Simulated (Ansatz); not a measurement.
Take CaZrF6 (space group Fm-3m, No. 225; a = 8.5108 Å; a cell from a computed database, its experimental status unchecked) as the base. Axes: x, y, z lie along the cube axes.

It is then changed as follows: uniaxial strain ε_xx = +1.28 %, all other strain components held at zero; the atoms relax in the strained cell.

Levels (all Ansatz, an electronic-structure program, PAW): PBEsol (420 eV, without spin-orbit coupling); r2SCAN (500 eV, no spin-orbit coupling); HSE06 (420 eV, without spin-orbit coupling).

At the geometry relaxed with PBEsol, these levels gave the following band gaps, in shuffled order: (a) 7.70 eV, (b) 6.96 eV, (c) 9.25 eV.

Q: Match each gap to its level.

A: (a) r2SCAN; (b) PBEsol; (c) HSE06.

Single points use the geometry relaxed with PBEsol. Stability against distortions was not tested.
